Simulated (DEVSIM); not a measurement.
Device: InP/In0.53Ga0.47As p-n heterojunction, at 300 K.

Layer 1 from the left is InP, thickness (μm) 0.190, Na (cm⁻³) 6.2e16, τn (s) 1.4e-8, τp (s) 1.4e-8. Layer 2 from the left is In0.53Ga0.47As, thickness (μm) 0.320, Nd (cm⁻³) 1e16, τn (s) 1.4e-8, τp (s) 1.4e-8.

Left contact: ohmic. Right contact: ohmic. Voltage is applied to the left contact. Recombination: SRH at mid-gap, Auger. Mobility is constant in doping.

The device is made up for the run: typed textbook-type constants, with dimensions and the other settings drawn at random. Values at 300 K.

InP: gap (eV) 1.344, affinity (eV) 4.38, permittivity 12.5, Nc (cm⁻³) 5.7e17, Nv (cm⁻³) 1.1e19, μn (cm²/Vs) 5200, μp (cm²/Vs) 170, Cn (cm⁶/s) 9e-31, Cp (cm⁶/s) 9e-31. In0.53Ga0.47As: gap (eV) 0.74, affinity (eV) 4.51, permittivity 13.9, Nc (cm⁻³) 2.1e17, Nv (cm⁻³) 7.7e18, μn (cm²/Vs) 12000, μp (cm²/Vs) 300, Cn (cm⁶/s) 5e-29, Cp (cm⁶/s) 5e-29.

Simulated with DEVSIM: 1D drift-diffusion, Boltzmann statistics, complete ionisation; no tunnelling, impact ionisation, image-force lowering or self-heating. Band offsets follow the typed affinities; no thermionic-emission limit at abrupt steps, no polarisation charge.

Question: What does the simulation give for the dark forward voltage at 1 A/cm², the dark forward voltage at 100 A/cm²?

Answer: dark forward voltage at 1 A/cm² 0.425 V; dark forward voltage at 100 A/cm² 0.703 V.
